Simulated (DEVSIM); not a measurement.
System: illuminated Si n-on-p cell, one wavelength, at 300 K.

| layer (left to right) | material | thickness (μm) | Nd (cm⁻³) | Na (cm⁻³) | τn (s) | τp (s) | absorption coefficient (cm⁻¹) |
|---|---|---|---|---|---|---|---|
| 1 | Si | 0.860 | 8.9e18 | - | 7.3e-9 | 1.1e-7 | 2500 |
| 2 | Si | 190 | - | 1.7e16 | 3.3e-7 | 3.3e-7 | 2500 |

Left contact: ohmic, minority hole recombination velocity 100 cm/s. Right contact: ohmic, minority electron recombination velocity 3000 cm/s. Voltage is applied to the left contact. Recombination: SRH at mid-gap, radiative, Auger. Light enters at the left, 1.4e17 photons cm⁻² s⁻¹, one pass, no reflection. Mobility is μmin + (μ − μmin)/(1 + (N/Nref)^α).

The device is made up for the run: typed textbook-type constants, with dimensions and the other settings drawn at random. Values at 300 K.

| parameter | Si |
|---|---|
| gap (eV) | 1.124 |
| affinity (eV) | 4.05 |
| permittivity | 11.7 |
| Nc (cm⁻³) | 2.86e19 |
| Nv (cm⁻³) | 3.1e19 |
| μn (cm²/Vs) | 1417 |
| μp (cm²/Vs) | 470 |
| μn,min | 52 |
| μp,min | 45 |
| Nref,n | 9.7e16 |
| Nref,p | 2.2e17 |
| αn | 0.68 |
| αp | 0.72 |
| B (cm³/s) | 4.7e-15 |
| Cn (cm⁶/s) | 2.8e-31 |
| Cp (cm⁶/s) | 9.9e-32 |

DEVSIM, 1D drift-diffusion, Boltzmann statistics, complete ionisation; no tunnelling, impact ionisation, image-force lowering or self-heating.

The photon flux was swept, all else fixed.

```json
[
 {"photon flux (cm^-2 s^-1)": "4.2e15", "fill factor": "0.78", "largest power (mW/cm²)": "0.217", "short-circuit current (mA/cm²)": "0.609", "open-circuit voltage (V)": "0.460"},
 {"photon flux (cm^-2 s^-1)": "1.4e16", "fill factor": "0.79", "largest power (mW/cm²)": "0.791", "short-circuit current (mA/cm²)": "2.03", "open-circuit voltage (V)": "0.492"},
 {"photon flux (cm^-2 s^-1)": "4.2e16", "fill factor": "0.80", "largest power (mW/cm²)": "2.54", "short-circuit current (mA/cm²)": "6.09", "open-circuit voltage (V)": "0.521"},
 {"photon flux (cm^-2 s^-1)": "1.4e17", "fill factor": "0.81", "largest power (mW/cm²)": "9.12", "short-circuit current (mA/cm²)": "20.3", "open-circuit voltage (V)": "0.553"},
 {"photon flux (cm^-2 s^-1)": "4.2e17", "fill factor": "0.82", "largest power (mW/cm²)": "29.0", "short-circuit current (mA/cm²)": "60.9", "open-circuit voltage (V)": "0.581"},
 {"photon flux (cm^-2 s^-1)": "1.4e18", "fill factor": "0.82", "largest power (mW/cm²)": "102", "short-circuit current (mA/cm²)": "203", "open-circuit voltage (V)": "0.613"},
 {"photon flux (cm^-2 s^-1)": "4.2e18", "fill factor": "0.82", "largest power (mW/cm²)": "321", "short-circuit current (mA/cm²)": "[?]", "open-circuit voltage (V)": "[?]"}
]
```

**Question.** Fill in the missing entries.

**Answer.** 
- 4.2e18, short-circuit current (mA/cm²): 610
- 4.2e18, open-circuit voltage (V): 0.641
